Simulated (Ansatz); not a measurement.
Defect: N-vacancy pair (N on one host C site, one C site vacant) in 3C silicon carbide, charge state -1. Calculation: PBE, PAW (plane waves to 420 eV; Ansatz, a first-principles code).

Cell of 64 host sites held at the relaxed PBE lattice; a 2×2×2 k-point mesh shifted by half a step; Fermi-Dirac width 0.01 eV, spin-restricted; finite-size errors left in. Energies are static. The charge state is imposed; whether it is stable for some Fermi level was not computed. Forms of the defect that were not tried may lie lower.

Barriers: single points on a 3×3×3 k-point mesh shifted by half a step at the bands' geometries.

Relaxed starting cell (atoms counted from 1):

```xyz
63
Lattice="8.7600 0.0000 0.0000 0.0000 8.7600 0.0000 0.0000 0.0000 8.7600" Properties=species:S:1:pos:R:3 pbc="T T T"
Si    -0.0140     0.0150    -0.0023
Si     0.0439     0.0001     4.3891
Si    -0.1349     4.3544     0.0347
Si    -0.0140     4.3915     4.3742
Si     4.3727    -0.0063     0.0218
Si     4.4002     0.0061     4.3830
Si     4.3359     4.3613     0.0279
Si     4.3726     4.3674     4.3955
N      1.2327     0.9671     3.4220
C      1.0800     1.0425     7.6130
C      1.0799     5.5361     3.3467
C      1.0621     5.4341     7.7150
C      5.4944     1.1089     3.2802
C      5.4628     1.0891     7.6700
C      5.4628     5.4792     3.3000
C      5.4428     5.4661     7.6831
Si     0.3168     2.7275     1.6619
Si    -0.0128     2.1878     6.5650
Si    -0.0128     6.5842     2.2014
Si    -0.0182     6.5510     6.5982
Si     4.3808     2.1924     2.1967
Si     4.3651     2.1823     6.5913
Si     4.3651     6.5578     2.2068
Si     4.3649     6.5609     6.5882
C      1.0850     3.2651     5.4605
C      1.0850     7.6886     1.1241
C      1.0931     7.6420     5.5071
C      5.4694     3.2896     1.0996
C      5.4707     3.2754     5.4642
C      5.4707     7.6849     1.1138
C      5.4703     7.6630     5.4861
Si     2.1947    -0.0066     2.2411
Si     2.1903    -0.0253     6.5772
Si     2.0784     4.3224     2.3052
Si     2.1648     4.3501     6.6037
Si     6.6262     0.0702     2.1715
Si     6.5715     0.0076     6.5632
Si     6.5720     4.3972     2.1939
Si     6.5342     4.3844     6.5519
C      3.2903     1.0647     1.1329
C      3.2947     1.0781     5.4940
C      3.2286     5.4303     1.1369
C      3.2704     5.4551     5.5047
C      7.7283     1.1723     1.0571
C      7.6835     1.1007     5.4437
C      7.6038     5.5475     1.0996
C      7.6485     5.4832     5.4837
Si     2.0784     2.0841     0.0667
Si     2.1947     2.1480     4.3958
Si     2.1648     6.5454     0.0391
Si     2.1903     6.5719     4.4144
Si     6.5721     2.1952    -0.0080
Si     6.6262     2.2176     4.3189
Si     6.5342     6.5972     0.0048
Si     6.5715     6.5860     4.3815
C      3.2902     3.2562     3.3245
C      3.2286     3.2523     7.7188
C      3.2948     7.6551     3.3110
C      3.2704     7.6444     7.6940
C      7.7283     3.3320     3.2169
C      7.6038     3.2896     7.6017
C      7.6835     7.7055     3.2885
C      7.6485     7.6655     7.6660
```
Cell charge -1.

End state 1 differs by these moves (Å; atoms that move under 0.08 Å are left out):

```tsv
atom	element	Δx	Δy	Δz
2	Si	-0.18	0.01	-0.01
3	Si	0.18	0.01	-0.01
9	N	0.00	2.43	-2.43
10	C	0.01	0.06	0.10
11	C	0.01	-0.10	-0.06
17	Si	0.00	-1.09	1.09
25	C	-0.01	0.06	0.10
26	C	-0.01	-0.10	-0.06
32	Si	-0.12	0.05	-0.14
34	Si	0.12	0.05	-0.14
36	Si	-0.05	-0.10	0.05
38	Si	0.05	-0.10	0.05
41	C	-0.07	0.04	-0.04
42	C	0.07	0.04	-0.04
44	C	0.00	-0.14	0.14
45	C	-0.08	-0.02	0.13
46	C	0.08	-0.13	0.02
48	Si	0.12	0.14	-0.05
49	Si	-0.12	0.14	-0.05
52	Si	0.05	-0.05	0.10
53	Si	-0.05	-0.05	0.10
57	C	0.07	0.04	-0.04
58	C	-0.07	0.04	-0.04
60	C	0.00	-0.14	0.14
61	C	0.08	-0.02	0.13
62	C	-0.08	-0.13	0.02
```

**Question.** Give the forward and backward barriers to end state 1 at the level PBE, PAW.

**Answer.** forward 3.13 eV, backward 3.13 eV; at the saddle point atom 9 has neighbours Si at 1.69, 2 Si at 1.85 Å. The saddle point's order was not checked, and it lies on a symmetry element of the cell, where a band can be held.
